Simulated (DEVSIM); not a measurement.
System: illuminated Ge p-on-n cell, one wavelength, at 300 K.

```csv
layer (left to right),material,thickness (μm),Nd (cm⁻³),Na (cm⁻³),τn (s),τp (s),absorption coefficient (cm⁻¹)
1,Ge,0.810,-,6.9e17,2.5e-5,8e-5,370
2,Ge,22.0,1.6e17,-,0.00073,0.00073,370
```

Left contact: ohmic, minority electron recombination velocity 3000 cm/s. Right contact: ohmic, minority hole recombination velocity 30000 cm/s. Voltage is applied to the left contact. Recombination: SRH at mid-gap, radiative, Auger. Light enters at the left, 1.7e18 photons cm⁻² s⁻¹, one pass, no reflection. Mobility is μmin + (μ − μmin)/(1 + (N/Nref)^α).

Constants are typed, rounded textbook-type inputs, not results; the design itself was drawn at random and stands for no fabricated device. Values at 300 K.

| parameter | Ge |
|---|---|
| gap (eV) | 0.664 |
| affinity (eV) | 4 |
| permittivity | 16 |
| Nc (cm⁻³) | 1.04e19 |
| Nv (cm⁻³) | 6e18 |
| μn (cm²/Vs) | 3900 |
| μp (cm²/Vs) | 1900 |
| μn,min | 150 |
| μp,min | 100 |
| Nref,n | 2.6e17 |
| Nref,p | 4e17 |
| αn | 0.56 |
| αp | 0.6 |
| B (cm³/s) | 6.4e-14 |
| Cn (cm⁶/s) | 1e-31 |
| Cp (cm⁶/s) | 1e-31 |

DEVSIM, 1D drift-diffusion, Boltzmann statistics, complete ionisation; no tunnelling, impact ionisation, image-force lowering or self-heating.

Give the current under light (generator sign).


```
V (V)  J (mA/cm²)
-----  ----------
0.00          113
0.02          113
0.04          112
0.06          112
0.08          112
0.12          112
0.14          111
0.16          110
0.18          108
0.20          102
0.22         89.6
0.24         62.8
0.26         4.93
0.28         -121
```
